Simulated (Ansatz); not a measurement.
Start from a 9-atom supercell of SnS2 in the CdI2 type structure (space group P-3m1, No. 164; layered, stacked along the Cartesian z axis) at its relaxed geometry.

```xyz
9
Lattice="5.5042 -3.1778 0.0000 0.0000 6.3557 0.0000 -1.8347 -3.1778 5.8076" Properties=species:S:1:pos:R:3 pbc="T T T"
Sn     0.0000     0.0000     0.0000
Sn     3.6695     0.0000     0.0000
Sn     1.8347     3.1778     0.0000
S      0.0000     2.1186     1.4783
S      3.6695     2.1186     1.4783
S      1.8347    -1.0593     1.4783
S      1.8347     1.0593     4.3293
S      0.0000    -2.1186     4.3293
S      3.6695    -2.1186     4.3293
```

Calculations: PBE-D3(BJ), PAW, 420 eV (Ansatz, a first-principles code; spin-orbit coupling left out), earlier PAW set.

For the base:

| Property | Value |
|---|---|
| Pressure | 0.0 GPa |

Now apply this change: a neutral S interstitial (started 2.55 Å from the nearest host atom), atoms relaxed at fixed cell, starting from a slightly rattled geometry.

Q: How does this affect the pressure?

A: The pressure goes from zero to 7.7 GPa.

Q: Estimate the effect on the largest displacement of a host atom from its site in the perfect cell.

A: The largest displacement of a host atom from its site in the perfect cell is 0.81 Å.

The magnetic state is the one reached from the starting moments; the real material's order can differ, and small cells can't hold many antiferromagnetic ones. In so small a cell the defect repeats every few ångströms: this is an ordered compound, not a dilute defect. Seeded moments were not kept for S interstitial (started 2.55 Å from the nearest host atom). The defect cell is spin-polarised and ends with 0.0 μB.
